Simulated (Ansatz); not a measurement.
TaAgO3 (Pm-3m, No. 221, 5 atoms in the cell; start mp-1187189) was calculated with r²SCAN+SOC (Ansatz, a program for electronic structure, PAW).

Settings: plane-wave cutoff 560 eV, 8×8×8 k mesh, Fermi–Dirac smearing 0.01 eV, PAW data made under PBE.

Cell (relaxed with PBEsol):

```cif
data_AgO3Ta
_chemical_formula_sum 'Ta1 Ag1 O3'
_space_group_name_H-M_alt 'Pm-3m'
_space_group_IT_number 221
_space_group_name_Hall '-P 4 2 3'
_cell_length_a 3.95145
_cell_length_b 3.95145
_cell_length_c 3.95145
_cell_angle_alpha 90.000
_cell_angle_beta 90.000
_cell_angle_gamma 90.000
loop_
_atom_site_label
_atom_site_type_symbol
_atom_site_symmetry_multiplicity
_atom_site_Wyckoff_symbol
_atom_site_fract_x
_atom_site_fract_y
_atom_site_fract_z
_atom_site_occupancy
Ta1 Ta 1 a 0.00000 0.00000 0.00000 1
Ag1 Ag 1 b 0.50000 0.50000 0.50000 1
O1 O 3 d 0.00000 0.00000 0.50000 1
```

Question: Give the computed band gap, smallest direct gap on the k points sampled and direct gap at Γ.

Answer: 
* **band gap**: 2.37 eV (indirect)
* **smallest direct gap on the k points sampled**: 2.54 eV
* **direct gap at Γ**: 3.45 eV

Note: cell and atoms aren't relaxed at this level (pressure 0.8 GPa).

The computed numbers hold no vibrational or temperature effects.

Computing time: roughly 2.5 core-minutes.

A start named mp-… is a Materials Project structure, which need not be a measured phase.
